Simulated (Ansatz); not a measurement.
For rock-salt LaS, r²SCAN+SOC (plane waves, PAW; Ansatz, a program for electronic structure) gives:

- equilibrium lattice constant a: 5.888 Å
- bulk modulus: 84.0 GPa

Task: What does PBE0 (plane waves, PAW; Ansatz) give for the same quantities?

Result: 
- lattice constant a: 5.859 Å (decreases by 0.5 %)
- bulk modulus: 87.4 GPa (rises by 4.0 %)

Changes are worked out from the printed values.

Unless a cell is named, each level is at its own relaxed cell (r²SCAN+SOC 25.52, PBE0 25.14 Å³/atom).

Caveats: the relaxation could not lower the start's symmetry, so the cell can be a saddle point above a distorted one (r²SCAN+SOC, PBE0). Ansatz's density-functional and Hartree–Fock values are scalar-relativistic unless marked +SOC, with PAW data made under PBE.
